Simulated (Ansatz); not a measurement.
Cr_W in bcc W (start: the W site; 54-site cell, 4×4×4 shifted sampling), host crystal and elements as references (Δμ(W) = 0.00 eV, Δμ(Cr) = 0.00 eV; Cr taken from its element, since no compound that bounds it was computed at this level; only phases computed here count, gases as isolated molecules at 0 K). The numbers are results of PBE, PAW (plane waves to 420 eV; Ansatz, a quantum-chemistry and plane-wave program), not measurements. In charge state 0 (moment 0.0 μB) the formation energy is 0.37 eV. The crystal has 6.19 × 10^22 W sites per cm³.

### Question
Estimate the equilibrium concentration at 900 K in the dilute limit, leaving out vibrational entropy and degeneracy.

### Answer
kT = 0.0776 eV; c = N exp(−E_f / kT) = 6.19 × 10^22 × exp(−4.8) ≈ 5 × 10^20 cm^-3. An error of 0.2 eV in E_f moves this by a factor of 13.
